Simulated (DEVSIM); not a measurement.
Device: Si p+/n-/n+ power diode, at 300 K.

Layer 1 from the left is Si, thickness (μm) 0.830, Na (cm⁻³) 3.1e18, τn (s) 0.00051, τp (s) 5.1e-5. Layer 2 from the left is Si, thickness (μm) 6.00, Nd (cm⁻³) 3.9e15, τn (s) 5.1e-5, τp (s) 5.1e-5. Layer 3 from the left is Si, thickness (μm) 2.00, Nd (cm⁻³) 3.2e18, τn (s) 5.1e-5, τp (s) 5.1e-5.

Left contact: ohmic. Right contact: ohmic. Voltage is applied to the left contact. Recombination: SRH at mid-gap, radiative. Mobility is constant in doping.

The device is made up for the run: typed textbook-type constants, with dimensions and the other settings drawn at random. Values at 300 K.

Si: gap (eV) 1.124, affinity (eV) 4.05, permittivity 11.7, Nc (cm⁻³) 2.86e19, Nv (cm⁻³) 3.1e19, μn (cm²/Vs) 1417, μp (cm²/Vs) 470, B (cm³/s) 4.7e-15.

Simulated with DEVSIM: 1D drift-diffusion, Boltzmann statistics, complete ionisation; no tunnelling, impact ionisation, image-force lowering or self-heating.

What does the simulation give for the dark forward voltage at 100 A/cm², the potential step across the device at zero bias, the dark forward voltage at 1 A/cm²?

dark forward voltage at 100 A/cm² 0.808 V; potential step across the device at zero bias 1.008 V; dark forward voltage at 1 A/cm² 0.686 V.
